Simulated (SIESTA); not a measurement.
SIESTA run on the (100) slab of HfC (cut from a parent of space group no. 225; 8 atoms in the cell): self-consistent single point.

Method of the run: LDA PW92, numerical atomic orbitals DZP, PseudoDojo LDA standard norm-conserving potentials (rewritten from UPF to PSML) (SIESTA 5.4.2).

The change in words: vacuum of 5 angstrom (first run: 14 Å). Reference geometry:
```
HfC
1.0
    3.29738     0.00000     0.00000
   -3.29738     3.29738     0.00000
    0.00000     0.00000    20.99480
C Hf
4 4
Direct
  0.00000   0.00000   0.33342
  0.00000   0.50000   0.44447
  0.00000   0.00000   0.55553
  0.00000   0.50000   0.66658
  0.00000   0.00000   0.44447
  0.00000   0.50000   0.33342
  0.00000   0.00000   0.66658
  0.00000   0.50000   0.55553
```

Reference input (self-consistent single point, DFT, LDA PW92, numerical atomic orbitals DZP, PseudoDojo LDA standard norm-conserving potentials (rewritten from UPF to PSML)): XC.functional = LDA; XC.authors = PW92; potentials = PseudoDojo LDA standard; PAO.BasisSize = DZP; PAO.EnergyShift = 0.01 Ry; MeshCutoff = 300 Ry; kgrid.MonkhorstPack = 6 6 1; OccupationFunction = FD; ElectronicTemperature = 100 meV; MaxSCFIterations = 150; SCF.Mixer.Method = Pulay; SCF.Mixer.Weight = 0.2. This run's input differs from it in these lines:

```diff
@@ -14,3 +14,3 @@
     -3.297380000    3.297380000    0.000000000
-     0.000000000    0.000000000   20.994797000
+     0.000000000    0.000000000   11.994795000
 %endblock LatticeVectors
@@ -18,10 +18,10 @@
 %block AtomicCoordinatesAndAtomicSpecies
-     0.000000000    0.000000000    0.333416000  1
-     0.000000000    0.500000000    0.444472000  1
-     0.000000000    0.000000000    0.555528000  1
-     0.000000000    0.500000000    0.666584000  1
-     0.000000000    0.000000000    0.444472000  2
-     0.000000000    0.500000000    0.333416000  2
-     0.000000000    0.000000000    0.666584000  2
-     0.000000000    0.500000000    0.555528000  2
+     0.000000000    0.000000000    0.208424000  1
+     0.000000000    0.500000000    0.402808000  1
+     0.000000000    0.000000000    0.597192000  1
+     0.000000000    0.500000000    0.791576000  1
+     0.000000000    0.000000000    0.402808000  2
+     0.000000000    0.500000000    0.208424000  2
+     0.000000000    0.000000000    0.791576000  2
+     0.000000000    0.500000000    0.597192000  2
 %endblock AtomicCoordinatesAndAtomicSpecies
```

Log, with long lists cut:

```
        iscf     Eharris(eV)        E_KS(eV)     FreeEng(eV)     dDmax    Ef(eV) dHmax(eV)
   scf:    1    -6718.517068    -6776.521943    -6776.532871  1.630792 -5.425052 11.420052
   scf:    2    -6812.368320    -6799.104302    -6799.132505  0.143304 -4.576628  4.956313
   scf:    3    -6802.572493    -6801.475860    -6801.518513  0.123964 -4.476548  2.141715
   scf:    4    -6801.616317    -6801.678147    -6801.727928  0.058301 -4.476396  1.841753
   scf:    5    -6801.524010    -6801.715427    -6801.762332  0.035399 -4.578986  1.077667
   [... 6 lines left out ...]
   scf:   12    -6801.807701    -6801.807705    -6801.857080  0.000173 -4.605144  0.000446
   scf:   13    -6801.807700    -6801.807703    -6801.857080  0.000059 -4.605225  0.000231
   scf:   14    -6801.807700    -6801.807702    -6801.857080  0.000028 -4.605249  0.000082
   scf:   15    -6801.807701    -6801.807701    -6801.857080  0.000005 -4.605257  0.000084
SCF Convergence by DM+H criterion
max |DM_out - DM_in|         :     0.0000047348
max |H_out - H_in|      (eV) :     0.0000844492
SCF cycle converged after 15 iterations

Using DM_out to compute the final energy and forces

siesta: E_KS(eV) =            -6801.8077

siesta: E_KS - E_eggbox =     -6801.8077

siesta: Atomic forces (eV/Ang):
     1   -0.000000    0.000000   -0.539979
     2    0.000000   -0.000000   -0.610681
     3   -0.000000   -0.000000    0.610656
     4    0.000000    0.000000    0.539993
     5   -0.000000   -0.000000    0.228649
     6    0.000000   -0.000000    1.882321
     7    0.000000    0.000000   -1.882315
     8    0.000000    0.000000   -0.228643
   Tot    0.000000   -0.000000    0.000000
   Max    1.882321
   Res    0.595812    sqrt( Sum f_i^2 / 3N )
   Max    1.882321    constrained

   [... lines left out ...]
siesta: FreeEng =     -6801.857080
siesta: Cell volume =        130.415986 Ang**3
siesta:        -164.55595337       -129.75380778  kBar
   [... lines left out ...]

              0.069   0.062   0.056

mulliken: Qtot =       64.000

Mulliken Atomic Populations:
Atom #   charge [q] valence [e]  Species
     1    -0.669460    4.669460  C
     2    -0.796577    4.796577  C
     3    -0.796578    4.796578  C
     4    -0.669461    4.669461  C
     5     0.789403   11.210597  Hf
     6     0.676635   11.323365  Hf
     7     0.676634   11.323366  Hf
     8     0.789403   11.210597  Hf
 Total    -0.000000
```

The run converged in 15 iterations. Against the reference run the free energy drops by 15.2 meV/atom and the largest force goes from 2.018 to 1.882 eV/Å.

The starting cell has typed, rounded lattice constants, without a prior relaxation at this level. The slab is cut from that crystal, and its faces are unrelaxed. Its lattice was rescaled by up to half a per cent. Spin polarisation is off, though cut faces can carry moments; the slab shows no gap. Values carry the incompleteness of an atom-centred basis. Forces in this geometry exceed 1 eV/Å.

Cost on one core of a shared machine: roughly 90 s.
